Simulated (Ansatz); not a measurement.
**A computed series for WSi2: pressure series**

The reference is WSi2 (space group I4/mmm, No. 139; a = 3.2292 Å, c = 7.8672 Å).

Cell and atoms are relaxed at each pressure.

Calculations: plane-wave PAW DFT at the PBE level (Ansatz, a program for electronic structure, 420 eV), no spin-orbit coupling.

Notes on the quantities. enthalpy: H = E + PV relative to the base's energy.

```csv
case,lattice parameter a,enthalpy
base,322.9 pm,–
pressure −2 GPa,324.0 pm,-0.17 eV/atom
pressure −1 GPa,323.5 pm,-0.09 eV/atom
pressure 1.8 GPa,322.0 pm,+0.15 eV/atom
pressure 4.2 GPa,320.8 pm,+0.36 eV/atom
pressure 9 GPa,318.5 pm,+0.75 eV/atom
pressure 18 GPa,314.8 pm,+1.48 eV/atom
pressure 30 GPa,310.5 pm,+2.42 eV/atom
pressure 45 GPa,306.0 pm,+3.54 eV/atom
pressure 60 GPa,302.1 pm,+4.62 eV/atom
```

Load acts through the strain it causes; cell and atoms are relaxed under it. No phonon test of stability was made. Competing high-pressure phases were not computed. All final runs are without spin polarisation.
